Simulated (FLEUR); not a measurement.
FLEUR run on IrPd3 (I4/mmm, 4 atoms in the cell): self-consistent single point.

Method: LDA (Perdew-Zunger), all-electron FLAPW (FLEUR), scalar-relativistic valence run with FLEUR.

The change in words: lattice scaled by 0.98. Reference geometry:
```xyz
4
Lattice="-1.9695 1.9695 3.8929 1.9695 -1.9695 3.8929 1.9695 1.9695 -3.8929" Properties=species:S:1:pos:R:3 pbc="T T T"
Pd     0.0000     1.9695     1.9464
Pd     1.9695     0.0000     1.9464
Pd     0.0000     0.0000     3.8929
Ir     0.0000     0.0000     0.0000
```

Reference input (self-consistent single point, DFT, LDA (Perdew-Zunger), all-electron FLAPW (FLEUR), scalar-relativistic valence): Kmax = 4.1 1/bohr; GmaxXC = 16.4 1/bohr; xcFunctional = pz; jspins = 1; l_soc = F; mode = gauss; fermiSmearingEnergy = 0.00734986 Htr; mesh (inpgen div1-3) = 8 8 8; inpgen gamma flag = true; Gmax = 16.4 1/bohr; numbands = 0; maxIterBroyd = 40. This run's input differs from it in these lines:

```diff
@@ -3,5 +3,5 @@
 &input film=f /
--3.7217494620 3.7217494620 7.3564203442
-3.7217494620 -3.7217494620 7.3564203442
-3.7217494620 3.7217494620 -7.3564203442
+-3.6473150397 3.6473150397 7.2092919374
+3.6473150397 -3.6473150397 7.2092919374
+3.6473150397 3.6473150397 -7.2092919374
 1.0
@@ -46,5 +46,5 @@
          <bravaisMatrix>
-            <row-1>   -3.7217494620000000     3.7217494620000000     7.3564203442000000</row-1>
-            <row-2>    3.7217494620000000    -3.7217494620000000     7.3564203442000000</row-2>
-            <row-3>    3.7217494620000000     3.7217494620000000    -7.3564203442000000</row-3>
+            <row-1>   -3.6473150397000000     3.6473150397000000     7.2092919373999997</row-1>
+            <row-2>    3.6473150397000000    -3.6473150397000000     7.2092919373999997</row-2>
+            <row-3>    3.6473150397000000     3.6473150397000000    -7.2092919373999997</row-3>
          </bravaisMatrix>
```

Output (repeated stretches shortened):

```
 Iteration:     1   Distance:      21.99266772 me/bohr^3
 Iteration:     2   Distance:      16.15797756 me/bohr^3
 Iteration:     3   Distance:       9.91952506 me/bohr^3
 Iteration:     4   Distance:       5.53972759 me/bohr^3
 Iteration:     5   Distance:       4.76523389 me/bohr^3
   [... 10 lines left out ...]
 Iteration:    16   Distance:       0.00021847 me/bohr^3
 Iteration:    17   Distance:       0.00020860 me/bohr^3
 Iteration:    18   Distance:       0.00002134 me/bohr^3
 Iteration:    19   Distance:       0.00000541 me/bohr^3
 Run finished successfully
 Stop message:
   Structural relaxation: Done

[file out, last iteration]
             iter=     20
[...]
          total density-effective poten   -5.6090475998E+04
          total charge density-energy d   -7.5735245414E+02
 Updated energy parameters for spin:           1
[...]
 fermi energy and band-weighting factors:

[...]
FERMIE:
          first approx. to ef    (T=0)  :   0.497834 htr   (energy of the highest occ. eigenvalue)
          number of occ. states  (T=0)  :       1850
          first approx. to seigv (T=0)  : -17.420128 htr
          sum of weights of occ. states :  31.503906
          sum of semicore charge        :   0.000000 e
          fermi energy=   0.49733 har   work function= -13.53305 ev
          number of valence electrons=  63.00000
     band-weighting factor for spin=    1
   [... lines left out ...]
          total moment                 =     0.00000
 Direct bandgap for spin            1 :    4.8059019026330807E-004  Htr
   [... lines left out ...]

          total charge for spin  1=  215.000000
          interst. charge =       6.115052
          mt charge=             44.637134   44.645347   74.965334
          total charge  =  215.000000
          zc=   215.000000     qfix=    1.000000
     t o t a l  e n e r g y
          sum of eigenvalues =            -19958.3844281265
          density-effective potential i   -56090.4759984371
          charge density-ex.-corr.energ     -757.3524541378
```

The run converged in 19 iterations. FLEUR gives forces in its relaxation mode, with a further iteration, so its stop message speaks of a relaxation. Against the reference run the total energy falls by 55.0 meV/atom.

The starting cell comes from a database of computed structures (which also holds hypothetical and non-ambient phases and stackings), without a prior relaxation at this level. For this run, on top of that: lattice scaled by 0.98. Spin-orbit coupling is off. Spin polarisation is off. Values depend on the basis (sphere radii, cutoffs, local orbitals), which need not be converged. The log's line on a gap gives a spacing of levels on this mesh, which the program prints for metals too.

Cost on one core of a shared machine: roughly 4 min.
